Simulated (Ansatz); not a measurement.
**FeHO2, pressure series**

Consider FeHO2 (space group Pmn2_1, No. 31; a = 2.7741 Å, b = 4.2045 Å, c = 4.6860 Å; ferromagnetic; a cell from a computed database, its experimental status unchecked).

Cell and atoms are relaxed at each pressure.

Computed with Kohn–Sham DFT with the PBEsol functional, run in Ansatz (a program for electronic structure) with PAW and 420 eV plane waves, scalar-relativistic without spin-orbit coupling.

```csv
pressure (GPa),volume per atom (Å³/atom)
-1,6.864
0,6.832
0.3,6.824
0.7,?
1.5,6.786
3,6.741
5,6.685
7.5,6.618
10,6.554
```

Problem. Fit the third-order Birch–Murnaghan form P(V) = (3B₀/2)[(V₀/V)^(7/3) − (V₀/V)^(5/3)]·[1 + (3/4)(B₀′ − 4)((V₀/V)^(2/3) − 1)] (squares taken in P) to the rows shown and predict the withheld row.

Solution. Least squares on the printed values gives V₀ = 6.832 Å³/atom, B₀ = 217 GPa, B₀′ = 4.9; this predicts 6.811 Å³/atom, and the run gives 6.813 Å³/atom, 0.002 higher.

Load acts through the strain it causes; cell and atoms are relaxed under it. Stability against distortions was not tested. No other phases were tried under pressure. No Hubbard U is applied and the magnetic state is the run's own (FeHO2 ferromagnetic); small cells can't hold the antiferromagnetic order that many such compounds have, so gaps and moments can be off.
